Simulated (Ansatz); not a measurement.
The parent structure is Nb in the bcc (W type) structure (space group Im-3m, No. 229; a = 3.311 Å; relaxed with 0.1 eV smearing). Axes: x, y, z lie along the cube axes.

Level of theory: Ansatz (a quantum-chemistry and plane-wave program), PBE, PAW, cutoff 420 eV, spin-orbit coupling left out.

The change: the cell is scaled by 1.0200 in all directions; the atoms relax in the strained cell.

### Question
Predict the stress tensor and what it implies for the stiffness.

### Answer
Stress of the strained cell less that of the base (GPa, compression positive):
```
   -9.0     0.0     0.0
    0.0    -9.0     0.0
    0.0     0.0    -9.0
```

Then B = −ΔP/(ΔV/V₀) with ΔV/V₀ = 0.0612 gives secant stiffness values (nonlinear terms included at this strain): B ≈ 147 GPa.

As a check, the harmonic strain energy −½ V₀ Δσ:ε is 31 meV/atom; the computed energy rise is 33 meV/atom.

Whether these cells are dynamically stable was not tested. The final runs are not spin-polarised.
